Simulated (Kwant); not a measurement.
Model system: quantum point contact (saddle potential) in a InAs two-dimensional gas. Effective mass 0.023 mₑ, grid spacing 12 nm, hard walls, nominal width 300 nm (25 grid rows, so walls 312 nm apart), one parabolic valley, scattering region 900 nm long along x; energies count from the band bottom; Fermi energy 0.00649 eV. Potential (V0 + ½k y²) cos²(πx/L) for |x| < L/2, with V0 swept from 0.0068145 to 0 eV, k = 2.5e-06 eV/nm², L = 440 nm. Perpendicular field 0.089 T, also in the leads; orbital effect alone.

Constants are typed, rounded textbook-type inputs, not results; the design itself was drawn at random and stands for no fabricated device.

Kwant, effective-mass tight-binding model on a square grid, one spin, coherent transport at 0 K. Conductance is in e²/h.

Density of the scattering states that come in from the left lead, at gate = 0.0016789 eV, in bins, relative to the largest site value (x marks bins outside the device):

```
|+=-..:=+++++=-.                             |
|*++:.-+**####*-.                            |
|::-.:::-:---+*=:                            |
|:-::=::----:-=+-.                           |
|#*:-+-=##*#*=-++-.                          |
|%#-=+-+%#*##+:=*=.                          |
|==:==-=+---++:=*=:....                      |
|=-:--==::--:=--=-::::::.....                |
|%+-:-**-+%*-==--:.:-==--::......            |
|@#=:-#*+#@%+++=-:::-==--:::......           |
|===:-+=--:==--===::::::::........           |
|++=:-*====++=-==-::::::::.......            |
|@#=:-#*+*@%+==--:::-==--:::.....            |
|%+-:-**-+%*-==--::-====--::.....            |
|=-:====-:=--===+=-:----::::......          .|
|+=-==-=+=-=*+-=#+-::..............       ...|
|@#-=+-+@%*#%*-+#+:.           ....        . |
|%#--+==%#*#*==*+-.                          |
|-=-:=-:=--=--++=:                        ...|
|-==-====-==-+*=:.                 ..........|
|%##==+#%%%%###-.                  ..::::::..|
|*+=::-+****+=-.                    .......  |
```
Scale: ten equal steps from 0.000 (start of ' ') to 0.969 (end of '@'), in the order ' .:-=+*#%@'; x runs from -434 to 434, y from -137 (bottom) to 137 (top).

The conductance there is 1.95 e²/h with 6 open channel(s) in the leads.
